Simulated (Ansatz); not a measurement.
Si₃N₄ (P6₃/m, No. 176), treated with r²SCAN (Ansatz, an electronic-structure program, plane waves, PAW).

Numerical settings: plane-wave cutoff 600 eV, 6×6×12 k mesh (along the axes of the cell as run), scalar-relativistic PAW data made under PBE.

Computed at the level's own relaxed cell.

Hill averages of the elastic tensor: K = 254.8 GPa, G = 131.4 GPa. Volume 10.397 Å³/atom, mean atomic mass 20.040 u.

Q: Work out the density, the sound velocities of a polycrystal and the elastic Debye temperature at this level.

A: ρ = 1.66054 × 20.040/10.397 = 3.201 g/cm³. v_l = √[(K + 4G/3)/ρ] = 11.590 km/s and v_t = √(G/ρ) = 6.407 km/s. The mean follows from 3/v_m³ = 1/v_l³ + 2/v_t³: v_m = 7.139 km/s. Θ_D = (ħ/k_B) v_m (6π²/V)^(1/3) = 76.38 K Å s/km × 7.139 × 1.7859 Å⁻¹ = 974 K, counting all atoms of the cell.
